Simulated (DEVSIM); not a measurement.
System: abrupt CdTe n-p junction, at 300 K.

Layer 1 from the left is CdTe, thickness (μm) 0.340, Nd (cm⁻³) 3.7e17, τn (s) 1.8e-9, τp (s) 1.8e-9. Layer 2 from the left is CdTe, thickness (μm) 30.0, Na (cm⁻³) 2.2e15, τn (s) 1.8e-9, τp (s) 1.8e-9.

Left contact: ohmic. Right contact: ohmic. Voltage is applied to the left contact. Recombination: SRH at mid-gap. Mobility is μmin + (μ − μmin)/(1 + (N/Nref)^α).

The device is made up for the run: typed textbook-type constants, with dimensions and the other settings drawn at random. Values at 300 K.

CdTe: gap (eV) 1.5, affinity (eV) 4.28, permittivity 10.2, Nc (cm⁻³) 8e17, Nv (cm⁻³) 1.8e19, μn (cm²/Vs) 1000, μp (cm²/Vs) 80, μn,min 100, μp,min 10, Nref,n 1e17, Nref,p 1e17, αn 0.6, αp 0.6.

Model (solved in DEVSIM): 1D drift-diffusion, Boltzmann statistics, complete ionisation; no tunnelling, impact ionisation, image-force lowering or self-heating.

Problem. What does the simulation give for the potential step across the device at zero bias, the dark forward voltage at 1 A/cm²?

Solution. potential step across the device at zero bias 1.247 V; dark forward voltage at 1 A/cm² 1.121 V.
